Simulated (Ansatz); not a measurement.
Take LiCl in the rock salt structure (space group Fm-3m, No. 225) as the base.

```xyz
2
Lattice="0.0000 2.5561 2.5561 2.5561 0.0000 2.5561 2.5561 2.5561 0.0000" Properties=species:S:1:pos:R:3 pbc="T T T"
Cl     0.0000     0.0000     0.0000
Li     2.5561     2.5561     2.5561
```

Cartesian axes are those of the cell as printed.

The values are results of Ansatz (an electronic-structure program), r2SCAN, PAW, cutoff 500 eV, without spin-orbit coupling, not measurements.

Strains are applied to the cell and any free atomic positions relax; under biaxial strain the out-of-plane vector relaxes too.

One change was made to it. Results:

| quantity | base | after |
|---|---|---|
| energy relative to the base (free energy F) | 0 meV/atom | +2.2 meV/atom |
| gap character | direct at Γ | direct at Γ |
| band gap | 7.29 eV | 7.43 eV |

Name the change that was made.
A. uniaxial strain ε_zz = −2.49 %
B. biaxial strain +3.88 %, plane normal [110], relaxed out of plane
C. biaxial strain −4.57 %, plane normal [110], relaxed out of plane

A, uniaxial strain ε_zz = −2.49 %. For comparison, the band gap in the other runs: biaxial strain +3.88 %, plane normal [110], relaxed out of plane gives 6.75 eV; biaxial strain −4.57 %, plane normal [110], relaxed out of plane gives 7.04 eV.

A biaxial case was relaxed in a doubled cell and then solved in the primitive one. No phonon test of stability was made. k-point labels follow each cell's own Brillouin zone.
